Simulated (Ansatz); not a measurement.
## A short convergence ladder for LiHF2 (R3m, 4 atoms in the cell)

```
LiHF2
1.0
    1.46258     0.84442     4.35359
   -1.46258     0.84442     4.35359
    0.00000    -1.68885     4.35359
Li H F
1 1 2
Direct
  0.00383   0.00383   0.00383
  0.50000   0.50000   0.50000
  0.41331   0.41331   0.41331
  0.58669   0.58669   0.58669
```

Base method: PBEsol, default PAW files made with PBE (plane waves; Ansatz, a first-principles code).

Base settings: basis.ecutwfc = 420 eV; kpoints.mp_grid.grid = 10 10 10; hamiltonian.xc = pbesol; hamiltonian.pseudopotentials = {kind: paw} (the program's default PAW files); scf.occupations.method = fixed.

**The width of Fermi-Dirac smearing**

In this ladder: scf.occupations.method = fermi_dirac.

The mesh stays at the base's, so the ladder's end is converged at best in this setting alone.

Only quantities that move along the ladder and can be compared are tabulated.

| scf.occupations.width | free energy less the last step's (meV/atom) | pressure (GPa) | largest difference of a force vector from the last step's (eV/Å) |
|---|---|---|---|
| 1 eV | -7.04 | 3.43 | 0.037 |
| 0.5 eV | -0.02 | 2.96 | 0.000 |
| 0.2 eV | 0.00 | 2.95 | 0.000 |
| 0.1 eV | 0.00 | 2.95 | 0.000 |
| 0.02 eV | 0.00 | 2.95 | 0.000 |

Widest scf.occupations.width that holds the free energy within 0.5 meV/atom of the last step, with all finer ones: 0.5 eV; the step before is off by 7.0 meV/atom.

Widest scf.occupations.width that holds the pressure within 0.1 GPa of the last step, with all finer ones: 0.5 eV; the step before is off by 0.47 GPa.

Widest scf.occupations.width that holds the forces within 0.01 eV/Å of the last step, with all finer ones: 0.5 eV; the step before is off by 0.037 eV/Å.

On the base run: the starting cell comes from a database of computed structures (which also holds hypothetical and non-ambient phases and stackings), without a prior relaxation at this level. Its lattice was rescaled by up to half a per cent. One atom was moved a little off its site on purpose. Ansatz's pressure includes its estimate of the finite-basis (Pulay) stress.

Keys are those of Ansatz 0.2.
